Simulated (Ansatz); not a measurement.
## NiO: isotropic strain −3.22 %

Take NiO in the rock salt structure (space group Fm-3m, No. 225; a = 4.1886 Å; ferromagnetic) as the base.

Perturbation: every lattice vector is shortened by 3.22 %; the atoms relax in the strained cell.

The values are results of r2SCAN (Ansatz, a first-principles code, PAW, scalar-relativistic without spin-orbit coupling), not measurements. Settings: 13×13×13 k-points, 0.05 eV Fermi–Dirac smearing.

Volume per atom: 8.33 Å³ (base 9.19 Å³)
Shortest interatomic distance: 2.027 Å (base 2.094 Å)
Energy relative to the base (free energy F): +64 meV/atom
Pressure: 26.3 GPa (base 0.0 GPa)
Band gap: 0.44 eV (base 0.82 eV)
Gap character: indirect, L → Γ (base indirect, L → Γ)
Smallest direct gap: 1.56 eV (base 1.71 eV)
Mean gap deformation potential ΔEg/Δln V: +3.9 eV
Magnetic state: ferromagnetic (base ferromagnetic)
Largest site moment: 1.65 μB (base 1.67 μB)

No phonon test of stability was made. No Hubbard U is applied and the magnetic state is the run's own (NiO ferromagnetic); small cells can't hold the antiferromagnetic order that many such compounds have, so gaps and moments can be off. Where the two band edges lie in opposite spin channels, the gap is a spin-flip gap. In its common phase, real NiO is an antiferromagnetic insulator at low temperature.
